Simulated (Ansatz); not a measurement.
The reference is a 9-atom supercell of WSi$_{2}$ (space group I4/mmm, No. 139; a = 3.2294 Å, c = 7.8677 Å) at its relaxed geometry.

(Cell as relaxed with PBE.)

Levels (all Ansatz, a first-principles code, PAW, earlier PAW set): PBE (420 eV, no SOC); r2SCAN (500 eV, no spin-orbit coupling).

Each level relaxes its own structure.

The change: a neutral Sn on a W site, atoms relaxed at fixed cell, starting from a slightly rattled geometry.

| quantity | PBE | r2SCAN |
|---|---|---|
| shift of the substituted atom off its lattice site | 0.57 Å | 0.55 Å |
| pressure | 20.2 GPa | 20.7 GPa |
| largest displacement of a host atom from its site in the perfect cell | 0.53 Å | 0.51 Å |

PBE's pressure lies 0.44 GPa below r2SCAN's. Neither level is exact; r2SCAN is the comparison here, not a measurement.

The cell is small, so the values are those of an ordered compound at a high defect concentration; dilute-limit values will differ. All final runs are without spin polarisation.
